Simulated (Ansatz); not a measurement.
## A self-consistent single point of LaCu2 (P6mm, 3 atoms in the cell) with Ansatz

Method: PBEsol, default PAW files made with PBE (plane waves; Ansatz, a first-principles code).

Input:

Ansatz 0.2 input:
```yaml
crystal:
  lattice:
    - [4.313191, 0.000000, 0.000000]
    - [-2.156595, 3.735332, 0.000000]
    - [0.000000, 0.000000, 3.862513]
  atoms:
    - { symbol: La, position: [0.000000, 0.000000, 0.012945] }
    - { symbol: Cu, position: [0.333333, 0.666667, 0.500000] }
    - { symbol: Cu, position: [0.666667, 0.333333, 0.500000] }
basis:
  ecutwfc: 420.0 eV
kpoints:
  mp_grid: { grid: [9, 9, 9] }
hamiltonian:
  xc: pbesol
  pseudopotentials: { kind: paw }
scf:
  occupations: { method: fermi_dirac, width: 0.1 eV }
output:
  forces: true
  eigenvalues: true
  stress: true
```

Output, abridged:

```
WARN the atoms were moved onto the symmetric positions of the space group found under crystal.symmetry.tolerance 1.0e-5 (fractional …
WARN ansatz: RAYON_NUM_THREADS=1 ignored (pool sized by the plan → 1); use --threads N
Pseudopotentials: kind: paw
Pseudopotential: La, paw, valence charge 11
Pseudopotential: Cu, paw, valence charge 19
Crystal: 3 atoms, lattice volume = 62.230 Å³
Basis set: ecut = 420 eV, 1195 PW (Γ), exchange–correlation on 60×60×54 points (8 copies of the dense FFT grid, shifted against one another)
Bands: 30, of which v1, the nominal top of the filled ones, is band 25 counted from 1 (24 counted from 0)
Symmetry: 12 space group operations
Space group: P6mm (ITA 183), of the structure as read, at distance tolerance 4.0e-5 Å
k-points: 60 of 729 (time reversal used)
PAW frozen core: La, regenerated for the run's functional, and the local potential with it
PAW frozen core: Cu, regenerated for the run's functional, and the local potential with it
Initial density: superposition of atomic densities (neutral atoms: chi_scale 0, normalization atom), corrected by the library's trained network
Initial wavefunctions: pseudopotential atomic-orbital guess
Eigensolver: davidson
Functional: x = pbesol(κ = 0.804, μ = 0.12345679012345678), c = pbesol(β = 0.046)
SCF iter   1: F=—  HF=-19339.334698 eV  |F-HF|=—  |Δ(HF+E_count)|=         —  Δρ=1.67e-2  dr2=1.16e-1  ethr=1.77e-3  ⟨swp⟩=4.8  Hψ=6031  notcnv=0
all-band conjugate gradients solve this SCF's bands
preconditioner: auto → Kerker (q_TF=auto, 2.622 Å⁻¹)
SCF iter   2: F=—  HF=-19339.318689 eV  |F-HF|=—  |Δ(HF+E_count)|=   1.60e-2  Δρ=2.00e-3  dr2=1.81e-3  ethr=2.36e-4  ⟨swp⟩=2.0  Hψ=3152  notcnv=0
SCF iter   3: F=—  HF=-19339.316971 eV  |F-HF|=—  |Δ(HF+E_count)|=   1.72e-3  Δρ=1.83e-3  dr2=2.56e-3  ethr=3.70e-6  ⟨swp⟩=2.0  Hψ=3264  notcnv=0
SCF iter   4: F=—  HF=-19339.316457 eV  |F-HF|=—  |Δ(HF+E_count)|=   5.15e-4  Δρ=5.67e-4  dr2=3.57e-4  ethr=3.70e-6  ⟨swp⟩=2.1  Hψ=2274  notcnv=0
SCF iter   5: F=—  HF=-19339.316410 eV  |F-HF|=—  |Δ(HF+E_count)|=   4.68e-5  Δρ=1.62e-4  dr2=2.29e-5  ethr=7.29e-7  ⟨swp⟩=2.1  Hψ=2412  notcnv=0
SCF iter   6: F=—  HF=-19339.316402 eV  |F-HF|=—  |Δ(HF+E_count)|=   8.02e-6  Δρ=2.31e-5  dr2=5.51e-7  ethr=4.68e-8  ⟨swp⟩=2.1  Hψ=2823  notcnv=0
SCF iter   7: F=-19339.316402 eV  HF=-19339.316402 eV  |F-HF|=2.02e-9  |Δ(HF+E_count)|=   1.53e-7  Δρ=4.25e-6  dr2=9.09e-9  ethr=2.04e-10  ⟨swp⟩=6.3  Hψ=8097  notcnv=0
SCF 1 converged in 7 iterations: F = -19339.316402 eV  dr2 = 9.09e-9
SCF converged after 7 iterations
Free energy (F): -19339.316402 eV
Harris-Foulkes:  -19339.316402 eV  (|F-HF|=2.02e-9)
Internal energy: -19339.251692 eV  (E = F + TS)
E sigma→0 (E₀):  -19339.284047 eV
Entropy (-TS):   -0.064710 eV (-21.570 meV/atom)
Fermi energy:    12.759941 eV
--- Per-component energies (eV) ---
  E_band       = -901.314598
  E_kinetic    = 792.091965
  E_local      = -11000.421633  (includes V_loc(G=0)·N_el)
  E_nonlocal   = 876.280656
  E_hartree    = 4883.490371
  E_xc         = -315.262809
  E_vxc        = -376.473057  (∫ρ·V_xc dr)
  E_paw        = -8579.049040  (= ΣΔE_a)
  E_vpaw       = -959.771774  (= ΣTr[D̂ρ^β])
  E_aug_tail   = 0.000546  (compensation charges beyond the density's cutoff)
  E_ewald      = -5996.963662
  E_core_change = 0.581914  (= ΣΔE_core)
  E_smearing   = -0.064710  (= −TS)
  E_closure    = 0.000000  (closes the sum)
  Σ components = -19339.316402   (vs F -19339.316402, Δ=0.00e0)
--- Forces (eV/Å), atoms counted from 1 ---
  atom   1  La     0.00000000     0.00000000    -0.17526991
  atom   2  Cu    -0.00000000     0.00000000     0.08762433
  atom   3  Cu     0.00000000    -0.00000000     0.08762433
  max |Σ_I F_I| component: 2.13e-5 eV/Å
--- Stress (GPa, compression-positive) ---
       -3.121940      -0.000000      -0.000000
        0.000000      -3.121940       0.000000
        0.000000      -0.000000      -2.933178
  P = ⅓ Tr σ = -3.0590 GPa (-30.590 kbar)
  The stress holds the Pulay correction. Without it, at fixed plane waves, as pw.x and ABINIT print it: P = -3.0917 GPa
--- Band table (eV; the first three rows and the last of 60) ---
  k-point 0: bands = ["-99.7242", "-99.7142", "-57.2575", "-57.2567", "-57.2567", "-57.2474", "-57.2048", "-57.2048", "-19.8693", "-3.4453", "-3.4453", "-3.3367", "6.2956", "8.8783", "9.4875", "9.4875", "9.5375", "9.5375", "9.7090", "9.7090", [...]
  k-point 1: bands = ["-99.7242", "-99.7143", "-57.2575", "-57.2567", "-57.2567", "-57.2474", "-57.2048", "-57.2048", "-19.8633", "-3.4367", "-3.4367", "-3.4271", "6.4850", "8.9343", "9.4192", "9.4192", "9.5697", "9.5697", "9.6463", "9.6463", [...]
  k-point 2: bands = ["-99.7242", "-99.7143", "-57.2576", "-57.2567", "-57.2567", "-57.2475", "-57.2048", "-57.2048", "-19.8481", "-3.6460", "-3.4147", "-3.4147", "6.9951", "9.0818", "9.3098", "9.3098", "9.5118", "9.5118", "9.5942", "9.5942", [...]
  k-point 59: bands = ["-99.7192", "-99.7192", "-57.2618", "-57.2526", "-57.2526", "-57.2308", "-57.2308", "-57.1998", "-19.7921", "-3.9017", "-3.6164", "-3.6164", "8.7284", "8.7284", "9.0339", "9.1595", "9.7863", "9.7863", "10.0984", "10.0984", [...]
```

The run converged in 7 iterations.

The starting cell comes from a database of computed structures (which also holds hypothetical and non-ambient phases and stackings), without a prior relaxation at this level. Its lattice was rescaled by up to half a per cent. One atom was moved a little off its site on purpose. Spin polarisation is off. With a pressure of about -3 GPa the cell is away from its equilibrium volume at this level. Ansatz's pressure includes its estimate of the finite-basis (Pulay) stress.
